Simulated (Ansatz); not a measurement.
# MgO: response to strain

The reference is MgO in the rock salt structure (space group Fm-3m, No. 225).

```xyz
2
Lattice="0.0000 2.1074 2.1074 2.1074 0.0000 2.1074 2.1074 2.1074 0.0000" Properties=species:S:1:pos:R:3 pbc="T T T"
O      0.0000     0.0000     0.0000
Mg     2.1074     2.1074     2.1074
```

Cartesian axes are those of the cell as printed.

Strains are applied to the cell and any free atomic positions relax; under biaxial strain the out-of-plane vector relaxes too.

Method: PBEsol/PAW in Ansatz (a first-principles code), no SOC, earlier PAW set.

Candidates:
(a) biaxial strain −1.03 %, plane normal [111], relaxed out of plane
(b) uniaxial strain ε_yy = +0.35 %
(c) isotropic strain +0.91 %
(d) biaxial strain +0.76 %, plane normal [111], relaxed out of plane

Before the change:

| Property | Result |
|---|---|
| Band gap | 4.62 eV |

### Question
Order them by band gap, highest first.

### Answer
(a) biaxial strain −1.03 %, plane normal [111], relaxed out of plane (4.75 eV), (b) uniaxial strain ε_yy = +0.35 % (4.58 eV), (d) biaxial strain +0.76 %, plane normal [111], relaxed out of plane (4.45 eV), (c) isotropic strain +0.91 % (4.36 eV)

Stability against distortions was not tested.
